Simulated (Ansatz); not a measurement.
**A computed series for GaS: response to strain**

Base system: GaS in the beta-GaS type structure (space group P6_3/mmc, No. 194; a = 3.5342 Å, c = 15.0389 Å; layered, stacked along the Cartesian z axis).

Strains are applied to the cell and any free atomic positions relax.

The values are results of Ansatz (a first-principles code), PBEsol-D3(BJ), PAW, cutoff 420 eV, scalar-relativistic without spin-orbit coupling, not measurements.

Notes on the quantities. energy relative to the base: free energy F.

```tsv
isotropic strain (%)	energy relative to the base (meV/atom)
-5.24	92.0
-5.1	86.6
-2.72	22.2
-0.65	?
0	0.0
```

**Question.** Fit ΔE = Aε² + Bε³ (ε in %) to the rows shown and predict the withheld row.

**Answer.** Least squares on the printed values gives A = 2.62 and B = -0.14 meV/atom (largest residual 0.0 meV/atom); this predicts 1.1 meV/atom, and the run gives 1.2 meV/atom, in agreement.

No phonon test of stability was made.
